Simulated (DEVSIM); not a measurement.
Device: W/SiO2/n-Si capacitor, at 300 K.

```tsv
layer (left to right)	material	thickness (nm)	Nd (cm⁻³)
1	SiO2	2.70	-
2	Si	4400	1.7e16
```

Metal gate on the left, work function 4.6 eV. Fixed charge at the semiconductor interface -4e10 cm⁻² (in units of +e); interface traps 2.3e10 cm⁻² eV⁻¹, uniform in energy, neutral level at 0.5 of the gap above the valence band.

Constants are typed, rounded textbook-type inputs, not results; the design itself was drawn at random and stands for no fabricated device. Values at 300 K; Nc and Nv go as T^1.5, mobilities as T to minus their exponent, the gap by Varshni's rule with the affinity fixed.

```csv
parameter,SiO2,Si
gap (eV),9,1.124
affinity (eV),0.9,4.05
permittivity,3.9,11.7
Nc (cm⁻³),-,2.86e19
Nv (cm⁻³),-,3.1e19
Varshni α (eV/K),-,0.000473
Varshni β (K),-,636
```

DEVSIM, 1D Poisson equation in equilibrium, Boltzmann statistics, complete ionisation; no quantum confinement or tunnelling. Metal contacts follow the ideal Schottky-Mott rule: no Fermi-level pinning, no interface dipoles.

Base results: threshold voltage (band bending 2φF) (V) -0.43; capacitance of the dielectric stack (μF/cm²) 1.28; flat-band voltage (V) 0.36; minimum of the low-frequency capacitance (μF/cm²) 0.0509.

**Question.** What follows from this one change: SiO2 thickness 0.0027 → 0.0011 μm?

**Answer.** threshold voltage (band bending 2φF) -0.43 → -0.40 V; capacitance of the dielectric stack 1.28 → 3.14 μF/cm²; flat-band voltage little changed (0.36 V); minimum of the low-frequency capacitance little changed (0.0518 μF/cm²).

**Question.** What follows from this one change: substrate doping 1.7e+16 → 3.4e+16 cm^-3?

**Answer.** threshold voltage (band bending 2φF) -0.43 → -0.47 V; capacitance of the dielectric stack little changed (1.28 μF/cm²); flat-band voltage 0.36 → 0.38 V; minimum of the low-frequency capacitance 0.0509 → 0.0691 μF/cm².

**Question.** What follows from this one change: interface trap density 2.3e+10 → 0 cm^-2 eV^-1?

**Answer.** threshold voltage (band bending 2φF) little changed (-0.42 V); capacitance of the dielectric stack little changed (1.28 μF/cm²); flat-band voltage little changed (0.36 V); minimum of the low-frequency capacitance 0.0509 → 0.0475 μF/cm².

**Question.** What follows from this one change: temperature 300 → 400 K?

**Answer.** threshold voltage (band bending 2φF) -0.43 → -0.31 V; capacitance of the dielectric stack little changed (1.28 μF/cm²); flat-band voltage 0.36 → 0.28 V; minimum of the low-frequency capacitance 0.0509 → 0.0617 μF/cm².

**Question.** What follows from this one change: fixed charge -4e+10 → 1.385e+12 cm^-2?

**Answer.** threshold voltage (band bending 2φF) -0.43 → -0.60 V; capacitance of the dielectric stack little changed (1.28 μF/cm²); flat-band voltage 0.36 → 0.19 V; minimum of the low-frequency capacitance little changed (0.0506 μF/cm²).
